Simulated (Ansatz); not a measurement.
# Hf: stress against strain

Hf (hcp, P6_3/mmc, 22.548 Å³/atom and stress up to 0.01 GPa in the relaxed cell, c along z) under an equal strain ε in the (0001) plane with the normal axis free, as in a coherent film. PBE in Ansatz, a plane-wave DFT program (PAW, default set), 420 eV, 21×21×12 Γ-centred mesh, Fermi-Dirac smearing 0.10 eV; ions are relaxed, or left where forces stay under 0.02 eV/Å, within the symmetry of each cell. Stress is positive for a compressed cell.

Here s stands for strain and y for stress xx.

| strain (%) | stress xx (GPa) |
|---|---|
| -3.00 | ? |
| -1.50 | 3.17 |
| -1.00 | 2.09 |
| -0.50 | 1.03 |
| 0.00 | 0.00 |
| 0.50 | -1.00 |
| 1.00 | -1.97 |
| 1.50 | -2.91 |

Fit y of the 7 rows that show it with a straight line. Means: s 0, y 0.059. About the means, the sum of products is -14.195 and the sum of squares of s is 7.0000; the slope is their ratio. Least squares gives y = 0.059 - 2.0279·s. Residuals (row less fit): 0.069, 0.003, -0.043, -0.059, -0.045, -0.001, 0.073; standard error 0.059 (degrees of freedom: 5). The slope gives the biaxial elastic modulus of this plane = about 200 GPa.

What does the fit predict for y at s = -3.00, and how far is the calculated value from it?

y = 0.059 - 2.0279 × (-3.0) = 6.143 GPa. The calculation gives 6.56 GPa, 0.417 GPa above the prediction (4.4 % of the range of y in the table). The row lies outside the fitted rows, so this is an extrapolation. From the scatter of the fitted rows alone, a prediction at this place has a standard error of 0.092 GPa, so the miss is 4.5 times that.

A polynomial of degree 2 through the 12 other runs of the series gives 6.60 there, so most of the miss is curvature that the fit leaves out. In a metal these values are sensitive to mesh and smearing; energies are taken to zero smearing, stresses follow the free energy. Rows are the converged runs of the series near zero and its far end; series whose fitted rows scatter by over a few per cent of the range, as at a crossing or softening among them, aren't shown in this form, nor equations of state whose B0' disagrees with the runs' pressures. Most that stay on the fit to the last digits aren't either.
